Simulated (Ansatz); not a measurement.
Base system: Ti in the hcp (Mg type) structure (space group P6_3/mmc, No. 194; a = 2.936 Å, c = 4.640 Å; relaxed with 0.1 eV smearing).

Method: r2SCAN in Ansatz (plane waves to 500 eV, PAW, scalar-relativistic without spin-orbit coupling).

Strains are applied to the cell and any free atomic positions relax.

One change was made to it. Results:

The energy increases by 12 meV/atom; the pressure (mean of the normal stresses, compression positive) goes from zero to -4.8 GPa.

Q: Name the change that was made.
A. isotropic strain +1.50 %
B. isotropic strain +1.00 %
C. isotropic strain +3.00 %

A: A, isotropic strain +1.50 %. For comparison, the energy relative to the base in the other runs: isotropic strain +1.00 % gives +5.5 meV/atom; isotropic strain +3.00 % gives +47 meV/atom.

Stability against distortions was not tested. All final runs are without spin polarisation.

Ansatz is a quantum-chemistry and plane-wave program.
